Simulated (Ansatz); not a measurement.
**MgO in the rock salt structure (space group Fm-3m, No. 225)**

```
MgO
1.0
    0.00000     2.12687     2.12687
    2.12687     0.00000     2.12687
    2.12687     2.12687     0.00000
Mg O
1 1
Direct
  0.00000   0.00000   0.00000
  0.50000   0.50000   0.50000
```

All numbers come from DFT with PBE, PAW potentials and a 420 eV plane-wave cutoff in Ansatz (a first-principles code), spin-orbit coupling left out. k-mesh 13×13×13 (Γ-centred); smearing 0.05 eV (Fermi–Dirac).

```json
{
  "volume_per_atom": "9.62 Å³",
  "density": "3.48 g/cm³",
  "band_gap": "4.46 eV, direct at Γ",
  "electron_mass": "0.34 mₑ",
  "Hole mass (degenerate bands, along [100])": "0.38, 2.2, 2.2 mₑ",
  "Lowest conduction-band minima above the VBM": "Γ 4.46 eV",
  "total_energy": "-1247.069 eV/atom (σ→0; compares only within this code and set-up)"
}
```

Masses are band curvatures over ±0.01 Å⁻¹ around the edge. No phonon test of stability was made.
